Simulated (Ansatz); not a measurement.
# W on the 1x1 (0001) surface of corundum (cut with top plane Al), one in a 1x1 cell, started at the site 'top Al'

Host crystal: corundum, with a band gap (PBE, scalar-relativistic without spin-orbit coupling).

Level of theory: PBE (plane waves to 420 eV, PAW; Ansatz, a program for electronic structure).

Model: 21-atom slab, 6.7 Å thick at the start under the adsorbate (thin: gaps and levels are the slab's own), 6x6x1 mesh, Fermi-Dirac 0.01 eV, dipole correction, 9 atoms held, the rest relaxed; held to the start's symmetry, so lower structures may exist; spin-polarised, ending with about 5.6 μB a cell, a value that depends on the mesh; orders that need a larger cell were not tried, no spin-orbit, no U, no dispersion correction. The slab shows no gap over 0.04 eV on its mesh. At the end it is bonded to Al. In PBE this state lies 1.93 eV over the lowest of the starts that converged ('over Al at depth 1.2 Å').

```json
{
  "adsorption energy against an atom of bcc W": "8.01 eV",
  "work_function_of_the_top_face": "3.99 eV",
  "change_of_the_step_from_the_bottom_to_the_top_vacuum_level_against_the_clean_slab": "-1.40 eV",
  "energy_released_by_relaxation": "0.048 eV",
  "height of the binding atom over the mean of the host atoms within 0.3 Å of the top one": "3.101 Å",
  "nearest_host_atoms_of_the_binding_atom": "Al at 2.94 Å, O at 3.58 Å, O at 3.58 Å",
  "largest_move_of_a_host_atom": "0.12 Å",
  "caution": "the clean host was not checked against rearrangement in a larger or rattled cell",
  "cost": "around 2.8 core-minutes (rough)"
}
```

A negative adsorption energy means that the adsorbate is more stable on the surface than in its reference.
